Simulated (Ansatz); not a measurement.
# BeS (model structure, started from the BN type, Pm-3n, No. 223, 12 atoms in the cell)

These are PBEsol (Ansatz, a quantum-chemistry and plane-wave program, plane waves, PAW) values and carry that method's errors.

Run with plane-wave cutoff 520 eV, 6×6×6 k mesh, Fermi–Dirac smearing 0.01 eV, scalar-relativistic PAW data made under PBE.

Cell (relaxed at this level):

```
CELL_PARAMETERS angstrom
      5.96478     0.00000     0.00000
      0.00000     5.96478     0.00000
      0.00000     0.00000     5.96478
ATOMIC_POSITIONS crystal
  Be 0.25000 0.00000 0.50000
  Be 0.50000 0.25000 0.00000
  Be 0.50000 0.75000 0.00000
  Be 0.75000 0.00000 0.50000
  Be 0.00000 0.50000 0.75000
  Be 0.00000 0.50000 0.25000
  S  0.25000 0.50000 0.00000
  S  0.00000 0.25000 0.50000
  S  0.00000 0.75000 0.50000
  S  0.75000 0.50000 0.00000
  S  0.50000 0.00000 0.75000
  S  0.50000 0.00000 0.25000
```

For BeS (model structure, started from the BN type, Pm-3n, No. 223, 12 atoms in the cell), the band gap comes out as 3.13 eV (indirect). The smallest direct gap on the k points sampled is 3.30 eV and the Γ–Γ gap comes out as 3.70 eV.

Note: the relaxation could raise the start's symmetry but not lower it, so the cell can be a saddle point.

Computed values are for the static lattice.

Cost on a shared machine: very roughly 22 core-seconds.

A model structure was made by putting elements into a prototype or built by hand; it is no filed structure, need not be a known phase, and can be a saddle point held by its symmetry.
